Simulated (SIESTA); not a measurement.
Input and output of a self-consistent single point for Bi (R-3m, 2 atoms in the cell) (SIESTA).

Method: SIESTA with GGA PBEsol, numerical atomic orbitals DZP, PseudoDojo PBEsol standard norm-conserving potentials (rewritten from UPF to PSML).

```
CELL_PARAMETERS angstrom
      4.14499    -2.26363     0.00000
      4.14499     2.26363     0.00000
      2.90880     0.00000     3.72073
ATOMIC_POSITIONS crystal
  Bi 0.23824 0.23824 0.23824
  Bi 0.76600 0.76600 0.76600
```

Reference input (self-consistent single point, DFT, GGA PBEsol, numerical atomic orbitals DZP, PseudoDojo PBEsol standard norm-conserving potentials (rewritten from UPF to PSML)): XC.functional = GGA; XC.authors = PBEsol; potentials = PseudoDojo PBEsol standard; PAO.BasisSize = DZP; PAO.EnergyShift = 0.01 Ry; MeshCutoff = 400 Ry; kgrid.MonkhorstPack = 8 8 8; OccupationFunction = MP; OccupationMPOrder = 0; ElectronicTemperature = 1160.45 K; MaxSCFIterations = 150; SCF.Mixer.Method = Pulay. This run's input differs from it in these lines:

```diff
@@ -27,8 +27,8 @@
 %block kgrid.MonkhorstPack
-    8   0   0  0.0
-    0   8   0  0.0
-    0   0   8  0.0
+   13   0   0  0.0
+    0  13   0  0.0
+    0   0  13  0.0
 %endblock kgrid.MonkhorstPack
 OccupationFunction           MP
-OccupationMPOrder            0
+OccupationMPOrder            1
 ElectronicTemperature        1160.45 K
```

The program printed (abridged):

```
        iscf     Eharris(eV)        E_KS(eV)     FreeEng(eV)     dDmax    Ef(eV) dHmax(eV)
   scf:    1    -4445.564845    -4443.028174    -4443.027752  0.496224 -3.119914  2.819306
   scf:    2    -4443.292134    -4443.163866    -4443.163441  0.033932 -3.216828  2.015654
   scf:    3    -4443.390194    -4443.296364    -4443.296026  0.068821 -3.447334  0.072554
   scf:    4    -4443.297884    -4443.297330    -4443.296983  0.003986 -3.453987  0.051577
   scf:    5    -4443.297453    -4443.297417    -4443.297065  0.002468 -3.444524  0.021020
   scf:    6    -4443.297450    -4443.297437    -4443.297084  0.000847 -3.445669  0.002976
   scf:    7    -4443.297438    -4443.297437    -4443.297084  0.000084 -3.445546  0.000993
   scf:    8    -4443.297437    -4443.297437    -4443.297084  0.000035 -3.445482  0.000036
   scf:    9    -4443.297437    -4443.297437    -4443.297084  0.000001 -3.445481  0.000018
SCF Convergence by DM+H criterion
max |DM_out - DM_in|         :     0.0000006752
max |H_out - H_in|      (eV) :     0.0000175652
SCF cycle converged after 9 iterations

Using DM_out to compute the final energy and forces

siesta: E_KS(eV) =            -4443.2974

siesta: E_KS - E_eggbox =     -4443.2974

siesta: Atomic forces (eV/Ang):
     1    0.121341   -0.000000    0.040314
     2   -0.125953   -0.000000   -0.041846
   Tot   -0.004612   -0.000000   -0.001532
   Max    0.125953
   Res    0.075237    sqrt( Sum f_i^2 / 3N )
   Max    0.125953    constrained

Stress tensor Voigt[x,y,z,yz,xz,xy] (kbar):        0.59       -1.63       -1.39       -0.00        0.74        0.00
(Free)E + p*V (eV/cell)    -4443.2618
Target enthalpy (eV/cell)    -4443.2971

siesta: Program's energy decomposition (eV):
siesta: FreeEng =     -4443.297084

   [... lines left out ...]
siesta:     0.000369    0.000000    0.000461
siesta:     0.000000   -0.001020   -0.000000
siesta:     0.000461   -0.000000   -0.000867

siesta: Cell volume =         69.820990 Ang**3

siesta: Pressure (static):
siesta:                Solid            Molecule  Units
siesta:           0.00000551          0.00004770  Ry/Bohr**3
siesta:           0.00050587          0.00437986  eV/Ang**3
siesta:           0.81049148          7.01730180  kBar
```

The run converged in 9 iterations. Against the reference run the free energy rises by 4.8 meV/atom, the pressure hardly changes (0.04 to 0.08 GPa) and the largest force goes from 0.072 to 0.133 eV/Å.

The starting cell has typed, rounded lattice constants, without a prior relaxation at this level. Its lattice was rescaled by up to half a per cent. One atom was moved a little off its site on purpose. Values carry the incompleteness of an atom-centred basis.

Cost on one core of a shared machine: roughly 60 s.
